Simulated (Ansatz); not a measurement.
The starting structures come from a database of crystals and need not be the phases stable at ambient conditions.

Tunnelling through a barrier is set by its complex band structure: the current falls as exp(−2κd) with the smallest κ.

Given:

```xyz
12
Lattice="3.9054 0.0000 0.0000 -1.9527 5.4597 0.0000 0.0000 0.0000 12.6727" Properties=species:S:1:pos:R:3 pbc="T T T"
Si     1.9527     2.8093    11.9771
Si     0.0000     2.6505     0.6956
Si     0.0000     2.6505     5.6408
Si     1.9527     2.8093     7.0320
Si     0.0000     4.6811     1.9930
Si     1.9527     0.7787    10.6797
Si     1.9527     0.7787     8.3294
Si     0.0000     4.6811     4.3433
Si     1.9527     5.1460    11.5242
Si     0.0000     0.3137     1.1485
Si     0.0000     0.3137     5.1878
Si     1.9527     5.1460     7.4849
```

Space group of this cell: Cmcm. The cell is strained (lengths across the current scaled by 1.02, ions clamped); by r2SCAN its mean pressure is -3.1 GPa.

Transport runs along the normal of the first two printed cell vectors.

No gap correction and no spin-orbit coupling; mid-gap values are interpolated between computed energies.

**Question.** Compute, with r2SCAN (Ansatz, an electronic-structure program), the band gap and the smallest decay constant κ at mid-gap.

**Answer.** Gap 0.71 eV on a 8×8×4 mesh; κ = 0.151 1/Å, at the zone centre.
